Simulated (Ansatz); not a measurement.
Input and output of a self-consistent single point for a (110) slab of CaPd (cut from a parent of space group no. 221; 8 atoms in the cell) (Ansatz, a program for electronic structure).

Level of theory: LDA (PW92), default PAW files made with PBE (plane waves; Ansatz).

```xyz
8
Lattice="3.5162 0.0000 0.0000 0.0000 4.9727 0.0000 0.0000 0.0000 21.4590" Properties=species:S:1:pos:R:3 pbc="T T T"
Ca     0.0000     0.0000     7.0000
Pd     1.7581     2.4863     7.0000
Ca     0.0000     2.4863     9.4864
Pd     1.7581     0.0000     9.4864
Ca     0.0000     0.0000    11.9727
Pd     1.7581     2.4863    11.9727
Ca     0.0000     2.4863    14.4590
Pd     1.7581     0.0000    14.4590
```

Reference input (self-consistent single point, DFT, LDA (PW92), plane waves, default PAW files made with PBE): basis.ecutwfc = 420 eV; kpoints.mp_grid.grid = 7 4 1; hamiltonian.xc = lda; hamiltonian.pseudopotentials = {kind: paw} (the program's default PAW files); scf.occupations.method = fermi_dirac; scf.occupations.width = 0.1 eV. This run's input differs from it in these lines:

Ansatz 0.2 input:
```diff
@@ -18,3 +18,3 @@
 kpoints:
-  mp_grid: { grid: [7, 4, 1] }
+  mp_grid: { grid: [21, 15, 1] }
 hamiltonian:
```

Output, abridged:

```
SCF iter   1: F=—  HF=-34471.716680 eV  |F-HF|=—  |Δ(HF+E_count)|=         —  Δρ=8.81e-3  dr2=3.75e-1  ethr=1.77e-3  ⟨swp⟩=12.5  Hψ=32323  notcnv=0  defer=7
all-band conjugate gradients solve this SCF's bands
preconditioner: auto → LDOS
SCF iter   2: F=—  HF=-34471.838828 eV  |F-HF|=—  |Δ(HF+E_count)|=   1.22e-1  Δρ=1.54e-2  dr2=1.05e0  ethr=3.35e-4  ⟨swp⟩=2.5  Hψ=13040  notcnv=0  recentre
   [... lines left out ...]
SCF iter   5: F=—  HF=-34471.646800 eV  |F-HF|=—  |Δ(HF+E_count)|=   1.49e-4  Δρ=9.95e-5  dr2=3.42e-5  ethr=8.39e-7  ⟨swp⟩=2.0  Hψ=8132  notcnv=0
SCF iter   6: F=—  HF=-34471.647061 eV  |F-HF|=—  |Δ(HF+E_count)|=   2.61e-4  Δρ=3.97e-5  dr2=7.51e-6  ethr=3.06e-8  ⟨swp⟩=2.1  Hψ=8698  notcnv=0
SCF iter   7: F=—  HF=-34471.647062 eV  |F-HF|=—  |Δ(HF+E_count)|=   4.86e-7  Δρ=1.18e-5  dr2=6.33e-7  ethr=6.71e-9  ⟨swp⟩=2.0  Hψ=8365  notcnv=0
SCF iter   8: F=-34471.647062 eV  HF=-34471.647062 eV  |F-HF|=1.83e-8  |Δ(HF+E_count)|=   2.94e-7  Δρ=3.34e-6  dr2=3.81e-8  ethr=8.93e-11  ⟨swp⟩=8.8  Hψ=25139  notcnv=0
SCF 1 converged in 8 iterations: F = -34471.647062 eV  dr2 = 3.81e-8
Free energy (F): -34471.647062 eV
Internal energy: -34471.548869 eV  (E = F + TS)
E sigma→0 (E₀):  -34471.597965 eV
Entropy (-TS):   -0.098193 eV (-12.274 meV/atom)
Fermi energy:    3.267051 eV
--- Forces (eV/Å), atoms counted from 1 ---
  atom   1  Ca    -0.00000000    -0.00000000     0.10909478
  atom   2  Pd    -0.00000000    -0.00000000     0.72880981
  atom   3  Ca     0.00000000     0.00000000    -0.17029121
  atom   4  Pd     0.00000000     0.00000000    -0.14494679
  atom   5  Ca    -0.00000000    -0.00000000     0.17029121
  atom   6  Pd    -0.00000000    -0.00000000     0.14494679
  atom   7  Ca     0.00000000     0.00000000    -0.10909478
  atom   8  Pd     0.00000000     0.00000000    -0.72880981
--- Stress (GPa, compression-positive) ---
       -3.194806      -0.000000       0.000000
       -0.000000      -3.855767       0.000000
        0.000000       0.000000      -2.333511
  P = ⅓ Tr σ = -3.1280 GPa (-31.280 kbar)
  The stress holds the Pulay correction. Without it, at fixed plane waves, as pw.x and ABINIT print it: P = -3.1331 GPa
```

The run converged in 8 iterations. Against the reference run the free energy falls by 1.7 meV/atom and the largest force stays at 0.729 eV/Å.

The starting cell comes from a database of computed structures (which also holds hypothetical and non-ambient phases and stackings), without a prior relaxation at this level. The slab is cut from that crystal, and its faces are unrelaxed. Its lattice was rescaled by up to half a per cent. Spin polarisation is off.

Cost on one core of a shared machine: roughly 2 min.
